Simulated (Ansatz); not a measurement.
Al2Cu (model structure, started from the Al2Cu type, I4/mcm, No. 140, 6 atoms in the cell) was calculated with PBEsol in Ansatz (plane waves, PAW).

Settings: plane-wave cutoff 520 eV, 14×14×14 k mesh, Fermi–Dirac smearing 0.05 eV, no spin polarisation, scalar-relativistic PAW data made under PBE.

Cell (relaxed at this level):

```yaml
crystal:
  lattice:
    - [-2.99920, 2.99920, 2.41010]
    - [2.99920, -2.99920, 2.41010]
    - [2.99920, 2.99920, -2.41010]
  atoms:
    - { symbol: Al, position: [0.15911, 0.65911, 0.81822] }
    - { symbol: Al, position: [0.34089, 0.15911, 0.50000] }
    - { symbol: Al, position: [0.65911, 0.84089, 0.50000] }
    - { symbol: Al, position: [0.84089, 0.34089, 0.18178] }
    - { symbol: Cu, position: [0.75000, 0.75000, 0.00000] }
    - { symbol: Cu, position: [0.25000, 0.25000, 0.00000] }
```

### Question
Give the computed bulk modulus B0.

### Answer

* **bulk modulus B0**: 109 GPa

The run finds no gap.

Note: the bulk modulus is −V dP/dV from two relaxed cells at ±2 % in volume.

The computed numbers hold no vibrational or temperature effects.

A model structure was made by putting elements into a prototype or built by hand; here it ended with the formula and space group of a phase in our tables.

Ansatz is an electronic-structure program.
